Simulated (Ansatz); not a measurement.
# What uniaxial strain ε_zz = +1.20 % does to CdS

Consider CdS in the wurtzite structure (space group P6_3mc, No. 186; a = 4.074 Å, c = 6.637 Å). Axes: x lies along a and z along c of the hexagonal cell.

Now apply this change: the cell is stretched by 1.20 % along z with no lateral relaxation; the atoms relax in the strained cell.

Calculations: LDA (Ansatz, an electronic-structure program; PAW; 420 eV plane waves; spin-orbit coupling left out). k-mesh 9×9×5 (Γ-centred); smearing 0.05 eV (Fermi–Dirac).

* **Volume per atom**: 24.14 Å³ (base 23.85 Å³)
* **Space group**: P6_3mc (No. 186) (base P6_3mc (No. 186))
* **Shortest interatomic distance**: 2.501 Å (base 2.491 Å)
* **Energy relative to the base (free energy F)**: +1.1 meV/atom
* **Pressure (mean of the normal stresses, compression positive)**: -0.80 GPa (base 0.00 GPa)
* **Band gap**: 0.98 eV (base 1.03 eV)
* **Gap character**: direct at Γ (base direct at Γ)
* **Electron mass**: 0.10 mₑ along z, 0.11 mₑ across (at Γ) (base 0.11 mₑ along c, 0.11 mₑ across (at Γ))
* **Valence-band top at Γ (three highest levels, from the VBM)**: 0.00, 0.00, -0.10 eV (base 0.00, 0.00, -0.06 eV)
* **Stress (xx, yy, zz, yz, xz, xy; compression positive)**: (-0.59, -0.59, -1.22, 0.00, 0.00, 0.00) GPa

Effective masses come from finite differences of ±0.01 Å⁻¹. Stability against distortions was not tested.
